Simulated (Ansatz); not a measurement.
# Cubic perovskite BaHfO3

The numbers are results of PBE+SOC (plane waves, PAW; Ansatz, an electronic-structure program), not measurements.

Numerical settings: plane-wave cutoff 520 eV, 8×8×8 k mesh, Fermi–Dirac smearing 0.01 eV, PAW data made under PBE.

Cell (relaxed at this level):

```yaml
crystal:
  lattice:
    - [4.20494, 0.00000, 0.00000]
    - [0.00000, 4.20494, 0.00000]
    - [0.00000, 0.00000, 4.20494]
  atoms:
    - { symbol: Ba, position: [0.00000, 0.00000, 0.00000] }
    - { symbol: Hf, position: [0.50000, 0.50000, 0.50000] }
    - { symbol: O, position: [0.50000, 0.00000, 0.50000] }
    - { symbol: O, position: [0.00000, 0.50000, 0.50000] }
    - { symbol: O, position: [0.50000, 0.50000, 0.00000] }
```

* **bulk modulus B0**: 156 GPa
* **band gap**: 3.54 eV (indirect)
* **smallest direct gap on the k points sampled**: 3.60 eV
* **pressure derivative B′ of the bulk modulus**: 4.4

Static lattice: no zero-point or thermal effects.

It cost about 8 core-minutes (a rough figure) of CPU time.
